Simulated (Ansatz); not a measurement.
The parent structure is BP in the zinc blende structure (space group F-43m, No. 216; a = 4.537 Å).

All numbers come from r2SCAN, PAW, 500 eV (Ansatz, an electronic-structure program; no spin-orbit coupling).

One change was made to it. Results:

```
quantity                                 base            after
-------------  ------------------------------  ---------------
density                            2.97 g/cm³       3.89 g/cm³
gap character  indirect, Γ → Γ–X (83 % along)  indirect, Γ → X
```

Question: Name the change that was made.
A. pressure −2 GPa
B. pressure 3 GPa
C. pressure 75 GPa

Answer: C, pressure 75 GPa. For comparison, the gap character in the other runs: pressure 3 GPa gives indirect, Γ → Γ–X (83 % along); pressure −2 GPa gives indirect, Γ → Γ–X (83 % along).

Load acts through the strain it causes; cell and atoms are relaxed under it. Stability against distortions was not tested. No other phases were tried under pressure.
